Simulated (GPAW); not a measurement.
## GPAW run on Cs₂TaCuI₆ (Fm-3m, 10 atoms in the cell): self-consistent single point

Level of theory: LDA (Perdew-Wang 92), GPAW PAW datasets LDA (gpaw-data 1.0.1) (plane waves; GPAW).

The input file:

```python
from ase import Atoms
from ase.units import GPa
from gpaw import GPAW, PW

atoms = Atoms(['Cs', 'Cs', 'Ta', 'Cu', 'I', 'I', 'I', 'I', 'I', 'I'],
              cell=[[0.000000, 5.784866, 5.784866],
                    [5.784866, 0.000000, 5.784866],
                    [5.784866, 5.784866, 0.000000]],
              scaled_positions=[[0.750000, 0.750000, 0.750000],
                                [0.250000, 0.250000, 0.250000],
                                [0.500000, 0.500000, 0.500000],
                                [0.000000, 0.000000, 0.000000],
                                [0.747810, 0.252190, 0.252190],
                                [0.252190, 0.747810, 0.747810],
                                [0.252190, 0.747810, 0.252190],
                                [0.747810, 0.252190, 0.747810],
                                [0.252190, 0.252190, 0.747810],
                                [0.747810, 0.747810, 0.252190]],
              pbc=True)

atoms.set_initial_magnetic_moments([0.0, 0.0, 1.0, 0.0, 0.0, 0.0, 0.0, 0.0, 0.0, 0.0])

calc = GPAW(spinpol=True,
            mode=PW(850),
            xc='LDA',
            kpts=(3, 3, 3),
            occupations={'name': 'marzari-vanderbilt', 'width': 0.272},
            nbands=-14,
            convergence={'density': 1e-05, 'energy': 1e-05},
            symmetry={'symmorphic': False, 'tolerance': 0.0005},
            maxiter=120)

atoms.calc = calc

energy = atoms.get_potential_energy()
print('Energy (eV):', round(energy, 6))
forces = atoms.get_forces()
print('Forces (eV/Ang):')
print(forces.round(5))
stress = atoms.get_stress()
print('Stress (GPa, Voigt):', (stress / GPa).round(4))
```

Output (repeated stretches shortened):

```
Input parameters:
  convergence: {density: 1e-05,
                energy: 1e-05}
  kpts: [3 3 3]
  maxiter: 120
  mode: {ecut: 850.0,
         name: pw}
  nbands: -14
  occupations: {name: marzari-vanderbilt,
                width: 0.272}
  spinpol: True
  symmetry: {symmorphic: False,
             tolerance: 0.0005}

species:
  Cs:
    name: Caesium
    Z: 55.0
    valence: 9
    core: 46
    charge: 0.0
    file: Cs.LDA.gz

    # Using partial waves for Cs as LCAO basis

  Ta:
    name: Tantalum
    Z: 73.0
    valence: 13
    core: 60
    charge: 0.0
    file: Ta.LDA.gz

    # Using partial waves for Ta as LCAO basis

  Cu:
    name: Copper
    Z: 29.0
    valence: 11
    core: 18
    charge: 0.0
    file: Cu.LDA.gz

    # Using partial waves for Cu as LCAO basis

  I:
    name: Iodine
    Z: 53.0
    valence: 7
    core: 46
    charge: 0.0
    file: I.LDA.gz

    # Using partial waves for I as LCAO basis

Reference energy: -2052442.858533  # eV

Spin-polarized calculation.
Initial magnetic moment: 1.000000

Convergence criteria:
 Maximum [total energy] change in last 3 cyles: 1e-05 eV / valence electron
 Maximum integral of absolute [dens]ity change: 1e-05 electrons / valence electron
 Maximum integral of absolute [eigenst]ate change: 4e-08 eV^2 / valence electron
 Maximum number of scf [iter]ations: 120

Symmetries present (total): 48
Symmetries with fractional translations: 0
27 k-points: 3 x 3 x 3 Monkhorst-Pack grid
4 k-points in the irreducible part of the Brillouin zone
       k-points in crystal coordinates                weights
   0:     0.00000000    0.00000000    0.00000000          1/27
   1:     0.33333333    0.33333333   -0.33333333         12/27
   2:     0.33333333    0.33333333    0.00000000          6/27
   3:     0.33333333    0.33333333    0.33333333          8/27

Wave functions: Plane wave expansion
  Cutoff energy: 850.000 eV
  Number of coefficients (min, max): 21780, 22075
  Pulay-stress correction: 0.000000 eV/Ang^3 (de/decut=0.000000)

Occupation numbers: Marzari-Vanderbilt:
  width: 0.2720  # eV

Eigensolver

Densities:
  Coarse grid: 56*56*56 grid
  Fine grid: 112*112*112 grid
  Total Charge: 0.000000

Density mixing:
  Method: difference
  Backend: pulay
  Linear mixing parameter: 0.05
  old densities: 5
  Damping of long wavelength oscillations: 50

Hamiltonian:
  XC and Coulomb potentials evaluated on a 112*112*112 grid
  External potential:
    NoExternalPotential

Number of atoms: 10
Number of atomic orbitals: 56
Number of bands in calculation: 56
Number of valence electrons: 84
Bands to converge: occupied

Density initialized from atomic densities
  56 bands from LCAO basis set

Atomic positions and initial magnetic moments

Positions:
   0 Cs     8.677299    8.677299    8.677299    ( 0.0000,  0.0000,  0.0000)
   1 Cs     2.892433    2.892433    2.892433    ( 0.0000,  0.0000,  0.0000)
   2 Ta     5.784866    5.784866    5.784866    ( 0.0000,  0.0000,  1.0000)
   3 Cu     0.000000    0.000000    0.000000    ( 0.0000,  0.0000,  0.0000)
   4 I      2.917771    5.784866    5.784866    ( 0.0000,  0.0000,  0.0000)
   5 I      8.651961    5.784866    5.784866    ( 0.0000,  0.0000,  0.0000)
   6 I      5.784866    2.917771    5.784866    ( 0.0000,  0.0000,  0.0000)
   7 I      5.784866    8.651961    5.784866    ( 0.0000,  0.0000,  0.0000)
   8 I      5.784866    5.784866    2.917771    ( 0.0000,  0.0000,  0.0000)
   9 I      5.784866    5.784866    8.651961    ( 0.0000,  0.0000,  0.0000)

Unit cell:
           periodic     x           y           z      points  spacing
  1. axis:    yes    0.000000    5.784866    5.784866    56     0.1193
  2. axis:    yes    5.784866    0.000000    5.784866    56     0.1193
  3. axis:    yes    5.784866    5.784866    0.000000    56     0.1193

  Lengths:   8.181036   8.181036   8.181036
  Angles:   60.000000  60.000000  60.000000

Effective grid spacing dv^(1/3) = 0.1302

     iter     time        total  log10-change:  magmom
                         energy   eigst   dens
iter:   1 --:--:--   -36.266587                   +1.0023
iter:   2 --:--:--   -36.295728   -1.40  -1.48    +1.3697
iter:   3 --:--:--   -36.007909   -1.61  -1.50    +2.0177
iter:   4 --:--:--   -36.152057   -1.22  -1.60    +1.8905
iter:   5 --:--:--   -36.001699   -2.72  -1.88    +1.8932
iter:   6 --:--:--   -36.286089   -1.17  -1.95    +1.8923
   [... 2 lines left out ...]
iter:   9 --:--:--   -35.910938   -3.39  -2.36    +1.8845
iter:  10 --:--:--   -35.920290   -3.91  -2.44    +1.9089
iter:  11 --:--:--   -35.903546   -3.04  -2.76    +1.9031
iter:  12 --:--:--   -35.899454   -3.14  -2.85    +1.9073
iter:  13 --:--:--   -35.899394   -4.89  -3.07    +1.9087
iter:  14 --:--:--   -35.900084c  -3.69  -3.10    +1.9086
iter:  15 --:--:--   -35.899444c  -4.87  -3.22    +1.9083
iter:  16 --:--:--   -35.899265c  -4.32  -3.35    +1.9081
iter:  17 --:--:--   -35.899401c  -4.38  -3.44    +1.9085
iter:  18 --:--:--   -35.899324c  -4.41  -3.64    +1.9087
iter:  19 --:--:--   -35.899247c  -5.41  -3.65    +1.9083
   [... 2 lines left out ...]
iter:  22 --:--:--   -35.899227c  -5.82  -4.24    +1.9069
iter:  23 --:--:--   -35.899223c  -7.13  -4.39    +1.9067
iter:  24 --:--:--   -35.899224c  -6.42  -4.47    +1.9068
iter:  25 --:--:--   -35.899223c  -7.17  -4.59    +1.9068
iter:  26 --:--:--   -35.899223c  -7.34  -4.76    +1.9068
iter:  27 --:--:--   -35.899223c  -8.72c -4.82    +1.9068
iter:  28 --:--:--   -35.899223c  -8.69c -4.88    +1.9068
iter:  29 --:--:--   -35.899223c  -9.13c -5.38c   +1.9068

Converged after 29 iterations.

Dipole moment: (-0.000000, -0.000000, 0.000000) |e|*Ang

Total magnetic moment: (0.000000, 0.000000, 1.906774)
Local magnetic moments:
   0 Cs ( 0.000000,  0.000000,  0.001028)
   1 Cs ( 0.000000,  0.000000,  0.001028)
   2 Ta ( 0.000000,  0.000000,  1.215054)
   3 Cu ( 0.000000,  0.000000,  0.020559)
   4 I  ( 0.000000,  0.000000,  0.001425)
   5 I  ( 0.000000,  0.000000,  0.001425)
   6 I  ( 0.000000,  0.000000,  0.001425)
   7 I  ( 0.000000,  0.000000,  0.001425)
   8 I  ( 0.000000,  0.000000,  0.001425)
   9 I  ( 0.000000,  0.000000,  0.001425)

Energy contributions relative to reference atoms: (reference = -2052442.858533)

Kinetic:        +13.740218
Potential:      -15.477105
External:        +0.000000
XC:             -33.696693
Entropy (-ST):   -0.055196
Local:           -0.410447
SIC:             +0.000000
--------------------------
Free energy:    -35.899223
Extrapolated:   -35.899223

Spin contamination: 0.111003 electrons
Showing only first 2 kpts
                      Up                     Down
 Kpt  Band  Eigenvalues  Occupancy  Eigenvalues  Occupancy
  0    40      2.91409    1.00000      2.93412    1.00000
  0    41      4.13494    1.04560      4.38354    1.03748
  0    42      4.37455    1.04591      5.11393    0.00199
  0    43      4.37455    1.04591      5.11393    0.00199

  1    40      3.08475    1.00000      3.13123    1.00000
  1    41      4.45700    0.93141      5.14885    0.00106
  1    42      4.72259    0.26983      5.36387    0.00001
  1    43      4.76747    0.18704      5.48826    0.00000

Fermi level: 4.66570

No gap
No difference between direct/indirect transitions
Energy (eV): -35.899223

Forces in eV/Ang:
  0 Cs    0.00000    0.00000    0.00000
  1 Cs    0.00000    0.00000    0.00000
  2 Ta    0.00000   -0.00000   -0.00000
  3 Cu   -0.00000    0.00000    0.00000
  4 I     0.12589    0.00000    0.00000
  5 I    -0.12589   -0.00000   -0.00000
  6 I    -0.00000    0.12589   -0.00000
  7 I     0.00000   -0.12589    0.00000
  8 I    -0.00000   -0.00000    0.12589
  9 I     0.00000    0.00000   -0.12589

Stress tensor:
     0.017962    -0.000000    -0.000000
    -0.000000     0.017962    -0.000000
    -0.000000    -0.000000     0.017962
Stress (GPa, Voigt): [ 2.8778  2.8778  2.8778 -0.     -0.     -0.    ]
```

The run converged in 29 iterations. GPAW prints stress with tension positive.

The starting cell comes from a database of computed structures (which also holds hypothetical and non-ambient phases and stackings), without a prior relaxation at this level. Its lattice was rescaled by a random factor within 2.5 % of one. Spin-orbit coupling is off. With one magnetic atom in the cell only a parallel order is possible.

Cost on one core of a shared machine: roughly 8 min.
